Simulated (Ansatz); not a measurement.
TiSi₂ (Fddd, No. 70)

All values below come from PBEsol (Ansatz, a first-principles code, plane waves, PAW).

Settings: plane-wave cutoff 520 eV, 16×16×16 k mesh, Fermi–Dirac smearing 0.058 eV (set by the program), no spin polarisation, scalar-relativistic PAW data made under PBE.

Cell: relaxed at this level.

| Property | Result |
|---|---|
| Voigt–Reuss–Hill bulk modulus | 153 GPa |
| polycrystal shear modulus (Hill average) | 122 GPa |
| Young modulus | 289 GPa |
| Poisson ratio | 0.185 |

Elastic constants are with the ions relaxed.

Cost on a shared machine: very roughly 5 core-hours.
